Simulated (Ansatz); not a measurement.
The reference is SiO₂ (space group P3_221, No. 154).

```xyz
9
Lattice="5.0221 0.0000 0.0000 -2.5111 4.3493 0.0000 0.0000 0.0000 5.5103" Properties=species:S:1:pos:R:3 pbc="T T T"
Si     1.1971     2.0734     0.0000
Si     2.6279     0.0000     3.6735
Si    -1.3140     2.2759     1.8368
O      1.6822     0.6922     4.8038
O      3.5816     1.1107     2.9670
O     -0.2416     1.8029     0.7065
O      1.0705     3.2385     4.3800
O     -0.8289     3.6571     2.5433
O      2.2694     2.5464     1.1303
```

Computed with PBE (Ansatz, an electronic-structure program), no SOC.

```json
[
 {"level": "PBE", "band gap": "5.68 eV", "lattice parameter a": "5.022 Å", "lattice parameter c": "5.510 Å"}
]
```

Q: From these computed values, estimate the measured ones, and say how each level misses.

A: Measured: band gap 9.7 eV (temperature not stated; corrected from measurement; as listed in Wei Chen et al., Physical Review Materials (2018)); lattice parameter a 4.9137 Å (room temperature; as listed in John P. Sutter, Hasan Yavaş, arXiv (2016)); lattice parameter c 5.4047 Å (room temperature; as listed in John P. Sutter, Hasan Yavaş, arXiv (2016)). Computed minus measured — band gap: PBE -4.02 eV; lattice parameter a: PBE +2.2 %; lattice parameter c: PBE +2.0 %. Measured values not marked as corrected hold thermal and zero-point effects that the static-lattice runs lack. A measured gap can be an optical one, lowered by exciton binding.

No phonon test of stability was made.
